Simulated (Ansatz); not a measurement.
**A computed series for TiAl: response to strain**

Take TiAl (space group P4/mmm, No. 123; a = 2.813 Å, c = 4.062 Å; relaxed with 0.1 eV smearing) as the base. Axes: x, y, z lie along a, b, c of the conventional cell.

Strains are applied to the cell and any free atomic positions relax.

All numbers come from Ansatz (a program for electronic structure) r2SCAN, no SOC.

Notes on the quantities. pressure: mean of the normal stresses, compression positive; energy relative to the base: free energy F.

```json
[
 {"variant": "base", "pressure": "0.0 GPa", "volume per atom": "16.07 Å³", "energy relative to the base": "0 meV/atom"},
 {"variant": "uniaxial strain ε_xx = +0.50 %", "pressure": "-0.6 GPa", "volume per atom": "16.15 Å³", "energy relative to the base": "+0.3 meV/atom"},
 {"variant": "uniaxial strain ε_xx = +1.00 %", "pressure": "(withheld)", "volume per atom": "16.23 Å³", "energy relative to the base": "(withheld)"},
 {"variant": "uniaxial strain ε_xx = +1.50 %", "pressure": "-1.7 GPa", "volume per atom": "16.31 Å³", "energy relative to the base": "+2.3 meV/atom"},
 {"variant": "uniaxial strain ε_xx = +2.00 %", "pressure": "-2.3 GPa", "volume per atom": "16.39 Å³", "energy relative to the base": "+4.1 meV/atom"},
 {"variant": "uniaxial strain ε_xx = +2.50 %", "pressure": "-2.8 GPa", "volume per atom": "16.47 Å³", "energy relative to the base": "+6.3 meV/atom"},
 {"variant": "uniaxial strain ε_xx = +3.00 %", "pressure": "-3.3 GPa", "volume per atom": "16.55 Å³", "energy relative to the base": "+9.0 meV/atom"}
]
```

What belongs in the blanks?


- uniaxial strain ε_xx = +1.00 %, pressure: -1.2 GPa
- uniaxial strain ε_xx = +1.00 %, energy relative to the base: +1.0 meV/atom

Whether these cells are dynamically stable was not tested. All final runs are without spin polarisation.
